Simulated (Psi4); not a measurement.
Psi4 1.11, BP86/def2-svp: W(O)(NMe)(Br)(OSiH3) (C[N]=[W](=[O])([Br])[O][SiH3]), 13 atoms. The geometry is a generated start, not checked to be a minimum at this level.

```
Item                                                  Value
--------------------------  -------------------------------
task                                                 energy
method                                                 bp86
basis                                              def2-svp
memory                                                 3 GB
maxiter                                                 100
keys of the molecule block                      symmetry c1
scf_type                                       df (default)
e_convergence                               1e-06 (default)
d_convergence                               1e-06 (default)
dft_radial_points                              75 (default)
dft_spherical_points                          302 (default)
effective core potentials   those of the basis set, past Kr
basis functions                                         168
grid points                                          279665
```

```xyz
13

W     -0.5924     0.6930     0.5612
O      0.1363     2.0968     1.1296
N     -0.7862     0.6265    -1.2178
C     -0.7745     0.9281    -2.6143
H     -1.7111     1.4229    -2.8984
H      0.0575     1.6031    -2.8619
H     -0.6772     0.0210    -3.2224
Br    -2.8080     0.6768     1.5071
O      0.2629    -0.8389     1.2580
Si     1.4894    -1.6444     1.9521
H      1.8453    -0.9494     3.2002
H      2.5882    -1.6474     0.9775
H      0.9697    -2.9882     2.2290
```

Charge 0 and multiplicity 1 are set for this test and not shown to be the ground state.

With the defaults (diis = true, scf_initial_accelerator = adiis, damping_percentage = 0, guess = auto, which took SAD, level_shift = 0, level_shift_cutoff = 0.01, diis_max_vecs = 10) it converges in 13 SCF iterations. One run each on 2 threads, with these changes:
- guess = sap
- guess = modhuckel
- guess = sadno
- diis = false, scf_initial_accelerator = none, damping_percentage = 60
- guess = core
- level_shift = 0.1, level_shift_cutoff = 0.001
- damping_percentage = 20
- level_shift = 0.5, level_shift_cutoff = 0.001
- diis_max_vecs = 6

Question: Name the settings that don't reach the solution of the defaults.

Answer: No convergence: diis = false, scf_initial_accelerator = none, damping_percentage = 60 (the run ends without SCF convergence in 100 iterations). The rest reach the solution of the defaults.

```csv
setting,SCF iterations,end
"level_shift = 0.5, level_shift_cutoff = 0.001",12,same solution
"level_shift = 0.1, level_shift_cutoff = 0.001",12,same solution
the defaults,13,same solution
guess = modhuckel,16,same solution
diis_max_vecs = 6,16,same solution
guess = sadno,18,same solution
guess = core,19,same solution
guess = sap,21,same solution
damping_percentage = 20,26,same solution
"diis = false, scf_initial_accelerator = none, damping_percentage = 60",100,no convergence
```

1 further run of the study ended by our limits or in an error and is left out.
